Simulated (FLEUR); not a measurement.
A self-consistent single point of MgZnCu (Imma, 6 atoms in the cell) with FLEUR.

Computed with FLEUR with LDA (Perdew-Zunger), all-electron FLAPW (FLEUR), scalar-relativistic valence.

The change in words: lattice scaled by 0.98. Reference geometry:
```
CELL_PARAMETERS angstrom
     -2.53499     2.56596     3.58238
      2.53499    -2.56596     3.58238
      2.53499     2.56596    -3.58238
ATOMIC_POSITIONS crystal
  Mg 0.12315 0.87315 0.25000
  Mg 0.87685 0.12685 0.75000
  Zn 0.50000 0.50000 0.50000
  Zn 0.50000 0.00000 0.00000
  Cu 0.50000 0.50000 0.00000
  Cu 0.00000 0.50000 0.50000
```

Reference input (self-consistent single point, DFT, LDA (Perdew-Zunger), all-electron FLAPW (FLEUR), scalar-relativistic valence): Kmax = 3.8 1/bohr; GmaxXC = 15.2 1/bohr; xcFunctional = pz; jspins = 1; l_soc = F; mode = hist; fermiSmearingEnergy = 0.00367493 Htr; mesh (inpgen div1-3) = 5 5 5; inpgen gamma flag = false; Gmax = 15.2 1/bohr; numbands = 0; maxIterBroyd = 25. This run's input differs from it in these lines:

```diff
@@ -3,6 +3,6 @@
 &input film=f /
--0.4986536974 0.5047443708 0.7046826309
-0.4986536974 -0.5047443708 0.7046826309
-0.4986536974 0.5047443708 -0.7046826309
-9.6067521869
+-0.4986537027 0.5047444286 0.7046825857
+0.4986537027 -0.5047444286 0.7046825857
+0.4986537027 0.5047444286 -0.7046825857
+9.4146165131
 1.0 1.0 1.0
@@ -48,5 +48,5 @@
          <bravaisMatrix>
-            <row-1>   -4.7904424980032205     4.8489540880083641     6.7697114054690211</row-1>
-            <row-2>    4.7904424980032205    -4.8489540880083641     6.7697114054690211</row-2>
-            <row-3>    4.7904424980032205     4.8489540880083641    -6.7697114054690211</row-3>
+            <row-1>   -4.6946333837578784     4.7519752323927840     6.6343163078252259</row-1>
+            <row-2>    4.6946333837578784    -4.7519752323927840     6.6343163078252259</row-2>
+            <row-3>    4.6946333837578784     4.7519752323927840    -6.6343163078252259</row-3>
          </bravaisMatrix>
```

Output, abridged:

```
 Iteration:     1   Distance:      28.38501307 me/bohr^3
 Iteration:     2   Distance:      17.64893840 me/bohr^3
 Iteration:     3   Distance:       6.90247187 me/bohr^3
 Iteration:     4   Distance:       5.78659223 me/bohr^3
 Iteration:     5   Distance:       7.99204692 me/bohr^3
   [... 9 lines left out ...]
 Iteration:    15   Distance:       0.00037043 me/bohr^3
 Iteration:    16   Distance:       0.00019264 me/bohr^3
 Iteration:    17   Distance:       0.00004550 me/bohr^3
 Iteration:    18   Distance:       0.00000224 me/bohr^3
 Reset of history
 Run finished successfully
 Stop message:
   Structural relaxation: new displacements generated

[file out, last iteration]
             iter=     19
[...]
          total density-effective poten   -1.1564489809E+04
          total charge density-energy d   -2.9920885773E+02
 Updated energy parameters for spin:           1
[...]
 fermi energy and band-weighting factors:
    0.694109    0.708474    0.772124

[...]
FERMIE:
          first approx. to ef    (T=0)  :   0.263695 htr   (energy of the highest occ. eigenvalue)
          number of occ. states  (T=0)  :        894
          first approx. to seigv (T=0)  : -22.700367 htr
          sum of weights of occ. states :  33.032000
          sum of semicore charge        :   0.000000 e
FERHIS:  Fermi-Energy by histogram:
          bandgap                     :   0.000007 htr
   [... lines left out ...]
          charge neutrality (T=0)     :   0.064000    (zero if the highest occ. eigenvalue is "entirely" occupied)
     EF_NEWTON:  Adjust Fermi-Energy by Newton-Method.
 Direct bandgap for spin            1 :    8.7503778298366752E-003  Htr
 ---->    free energy=                     -7290.9499890667 htr
   [... lines left out ...]
 TOTAL FORCE FOR ATOM TYPE=  1  X=  0.000   Y=  2.376   Z= -1.683
                       FX_TOT= 0.000000 FY_TOT= 0.000000 FZ_TOT=-0.000652
 TOTAL FORCE FOR ATOM TYPE=  2  X=  2.347   Y=  2.376   Z=  3.317
                       FX_TOT= 0.000000 FY_TOT= 0.000000 FZ_TOT= 0.000000
 TOTAL FORCE FOR ATOM TYPE=  3  X=  0.000   Y=  0.000   Z=  6.634
                       FX_TOT= 0.000000 FY_TOT= 0.000000 FZ_TOT= 0.000000
```

The run converged in 18 iterations. FLEUR gives forces in its relaxation mode, with a further iteration, so its stop message speaks of a relaxation. 

The starting cell comes from a database of computed structures (which also holds hypothetical and non-ambient phases and stackings), without a prior relaxation at this level. Its lattice was rescaled by a random factor within 2.5 % of one. For this run, on top of that: lattice scaled by 0.98. Spin polarisation is off. Values depend on the basis (sphere radii, cutoffs, local orbitals), which need not be converged. The log's line on a gap gives a spacing of levels on this mesh, which the program prints for metals too.

These are the values that this program gave, and no reference: the default basis lacks the next d shell.

Cost on one core of a shared machine: roughly 3 min.
